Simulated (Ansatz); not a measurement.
Consider TiO$_{2}$ in the anatase structure (space group I4_1/amd, No. 141; a = 3.799 Å, c = 9.701 Å).

Calculations: PBE, PAW, 420 eV (Ansatz, a first-principles code; scalar-relativistic without spin-orbit coupling).

One change was made to it. Results:

```csv
quantity,base,after
c/a ratio,2.554,2.538
band gap,2.13 eV,2.12 eV
gap character,"indirect, Γ–X (87 % along) → Γ","indirect, Γ–X (87 % along) → Γ"
shortest interatomic distance,1.946 Å,1.939 Å
```

**Question.** Name the change that was made.
A) pressure 4.5 GPa
B) pressure −1 GPa
C) pressure 0.9 GPa
D) pressure 2.1 GPa
E) pressure 9 GPa

**Answer.** D, pressure 2.1 GPa. For comparison, the c/a ratio in the other runs: pressure 9 GPa gives 2.483; pressure 0.9 GPa gives 2.547; pressure −1 GPa gives 2.561; pressure 4.5 GPa gives 2.520.

Load acts through the strain it causes; cell and atoms are relaxed under it. Stability against distortions was not tested. Competing high-pressure phases were not computed. The final runs are not spin-polarised.
